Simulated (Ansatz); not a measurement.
What pressure 0.7 GPa does to KMgF3

Take KMgF3 in the cubic perovskite structure (space group Pm-3m, No. 221; a = 3.9913 Å) as the base.

Now apply this change: cell and atoms relaxed at a pressure of 0.7 GPa.

Computed with Ansatz (a first-principles code), PBEsol, PAW, cutoff 420 eV, without spin-orbit coupling. k-mesh 8×8×8 (Γ-centred); smearing 0.05 eV (Fermi–Dirac).

- Volume per atom = 12.60 Å³ (base 12.72 Å³)
- Density = 3.17 g/cm³ (base 3.14 g/cm³)
- Lattice parameter a = 3.979 Å (base 3.991 Å)
- Enthalpy H = E + PV relative to the base's energy = +0.06 eV/atom
- Band gap = 7.18 eV (base 7.12 eV)
- Gap character = indirect, R → Γ (base indirect, R → Γ)
- Smallest direct gap = 7.51 eV (base 7.44 eV)
- Width of the top valence band = 0.57 eV (base 0.57 eV)
- Electron mass = 0.51 mₑ (at Γ) (base 0.51 mₑ (at Γ))

Cost of the whole job for the changed cell (relaxation, final SCF and bands): very roughly 60 core-seconds.

Load acts through the strain it causes; cell and atoms are relaxed under it. Masses are band curvatures over ±0.01 Å⁻¹ around the edge. No phonon test of stability was made.
